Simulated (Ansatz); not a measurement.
The starting structures come from a database of crystals and need not be the phases stable at ambient conditions.

Given:

```yaml
crystal:
  lattice:
    - [4.22287, 0.00000, 0.00000]
    - [-2.11143, 16.98887, 0.09724]
    - [2.11143, 0.76678, 3.57582]
  atoms:
    - { symbol: Bi, position: [0.33440, 0.33440, 0.66560] }
    - { symbol: Bi, position: [0.66560, 0.66560, 0.33440] }
    - { symbol: Pb, position: [0.22272, 0.88938, 0.44395] }
    - { symbol: Pb, position: [0.77728, 0.11062, 0.55605] }
    - { symbol: Se, position: [0.09252, 0.42586, 0.24081] }
    - { symbol: Se, position: [0.90748, 0.57414, 0.75919] }
    - { symbol: Se, position: [0.55353, 0.22020, 0.11313] }
    - { symbol: Se, position: [0.44647, 0.77980, 0.88687] }
    - { symbol: Se, position: [0.00000, 0.00000, 0.00000] }
```

Space group of this cell: P-3m1. The cell was relaxed by PBE-D3(BJ); by PBEsol its mean pressure is -0.7 GPa.

Transport runs along the normal of the first two printed cell vectors, the (101) plane of the conventional cell.

The gap is the functional's own, uncorrected, and κ follows it; spin-orbit coupling is left out. Mid-gap values are interpolated between the computed energies.

Question: State the band gap and the smallest decay constant κ at mid-gap according to Ansatz (a quantum-chemistry and plane-wave program) with PBEsol.

Answer: Gap 0.25 eV on a 8×8×8 mesh; κ = 0.057 1/Å, at the zone centre.
